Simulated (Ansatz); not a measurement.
Base system: BeSe in the zinc blende structure (space group F-43m, No. 216; a = 5.1289 Å). Axes: x, y, z lie along the cube axes.

Computed with PBEsol (Ansatz, a first-principles code; PAW; 420 eV plane waves; no SOC).

Base values:

The valence-band top at Γ is 0.00, 0.00, 0.00 eV and the shortest interatomic distance comes out as 2.221 Å.

It is then changed as follows: biaxial strain −1.67 %, plane normal [111], relaxed out of plane (Cartesian); in-plane vectors clamped, the third vector and the atoms free.

What happens to the valence-band top at Γ?

The valence-band top at Γ (three highest levels, from the VBM) becomes 0.00, 0.00, -0.21 eV (base: 0.00, 0.00, 0.00 eV).

Predict the new out-of-plane strain.

The out-of-plane strain amounts to +0.70 %.

Predict the new shortest interatomic distance.

The shortest interatomic distance falls by 0.025 Å (2.221 Å → 2.196 Å).

Estimate the effect on the energy relative to the base.

The energy increases by 5.8 meV/atom.

The levels and masses belong to the bands next to the band gap. Stability against distortions was not tested.
